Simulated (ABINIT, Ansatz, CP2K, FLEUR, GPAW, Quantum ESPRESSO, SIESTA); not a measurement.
**Code comparison for K3I2Br (P-3m1, 6 atoms in the cell)**

Self-consistent single point, at a second geometry (lattice scaled by 0.98). First geometry:

```yaml
crystal:
  lattice:
    - [4.89887, 0.00000, 0.00000]
    - [-2.44943, 4.24255, 0.00000]
    - [0.00000, 0.00000, 12.04285]
  atoms:
    - { symbol: K, position: [0.00000, 0.00000, 0.50000] }
    - { symbol: K, position: [0.33333, 0.66667, 0.15133] }
    - { symbol: K, position: [0.66667, 0.33333, 0.84867] }
    - { symbol: I, position: [0.33333, 0.66667, 0.67383] }
    - { symbol: I, position: [0.66667, 0.33333, 0.32617] }
    - { symbol: Br, position: [0.00000, 0.00000, 0.00000] }
```

Shared settings, as Ansatz (a first-principles code) writes them: kpoints.mp_grid.grid = 5 5 2; scf.occupations.method = fixed. Potentials and cutoffs stand in the table.

```json
[
 {"code": "Ansatz", "model": "PBEsol, PAW files made with PBE", "ΔF from the first geometry (meV/atom)": "-1.0", "pressure (GPa)": "0.34", "largest force (eV/Å)": "0.014", "gap on the mesh (eV)": "3.832", "cutoff": "default"},
 {"code": "ABINIT", "model": "PBEsol, norm-conserving pseudopotentials (PseudoDojo nc-sr-04 PBEsol standard)", "ΔF from the first geometry (meV/atom)": "-1.2", "pressure (GPa)": "0.33", "largest force (eV/Å)": "0.014", "gap on the mesh (eV)": "3.829", "cutoff": "1007 eV"},
 {"code": "SIESTA", "model": "GGA PBEsol, numerical atomic orbitals TZP, PseudoDojo PBEsol standard norm-conserving potentials (rewritten from UPF to PSML)", "ΔF from the first geometry (meV/atom)": "-0.1", "pressure (GPa)": "0.54", "largest force (eV/Å)": "0.050", "gap on the mesh (eV)": "3.750", "cutoff": "grid 350 Ry"},
 {"code": "Quantum ESPRESSO", "model": "PBEsol, GBRV 1.5 ultrasoft (PBESOL) pseudopotentials", "ΔF from the first geometry (meV/atom)": "-1.0", "pressure (GPa)": "-0.16", "largest force (eV/Å)": "0.014", "gap on the mesh (eV)": "3.828", "cutoff": "40 Ry"},
 {"code": "CP2K", "model": "PBEsol, GPW, DZVP-MOLOPT-PBE-GTH basis, GTH-PBE potentials (POTENTIAL_UZH)", "ΔF from the first geometry (meV/atom)": "0.3", "pressure (GPa)": "0.46", "largest force (eV/Å)": "0.028", "gap on the mesh (eV)": "3.667", "cutoff": "grid 500 Ry"},
 {"code": "GPAW", "model": "PBEsol, GPAW PAW datasets PBEsol (made by gpaw-setup)", "ΔF from the first geometry (meV/atom)": "-1.1", "pressure (GPa)": "0.30", "largest force (eV/Å)": "0.013", "gap on the mesh (eV)": "3.838", "cutoff": "550 eV"},
 {"code": "FLEUR", "model": "PBEsol, all-electron FLAPW (FLEUR), scalar-relativistic valence", "ΔF from the first geometry (meV/atom)": "-0.3", "pressure (GPa)": "–", "largest force (eV/Å)": "–", "gap on the mesh (eV)": "3.889", "cutoff": "Kmax 3.8 1/bohr"}
]
```

For Quantum ESPRESSO (by 0.5 GPa) the energy change implies a higher mean pressure, against the two pressures, than for the other programs: a sign of finite-basis (Pulay) stress.

A dash marks a value that a program does not give, or that is left out as unsure.

Gaps are read on the mesh.

On Ansatz's run: spin-orbit coupling is off.

The spread over the programs that give each value: ΔF from the first geometry within 1.5 meV/atom; pressure within 0.70 GPa; largest force within 0.037 eV/Å; gap on the mesh within 0.222 eV.

SIESTA and CP2K use small atom-centred bases, whose incompleteness enters pressures, forces and empty levels differently from a plane-wave cutoff. FLEUR treats all electrons, but the usual bases taken here (sphere radii, linearisation, local orbitals, empty states) were not tested for convergence, so the values are no reference for the others. Ansatz's pressure is given at a fixed set of plane waves, as the other plane-wave codes print theirs. In the gap, CP2K (by 0.163) lies more than 0.12 eV from the median of the plane-wave programs.

The starting cell comes from a database of computed structures (which also holds hypothetical and non-ambient phases and stackings), without a prior relaxation at this level. For this run, on top of that: lattice scaled by 0.98.

Keys are those of Ansatz 0.2.
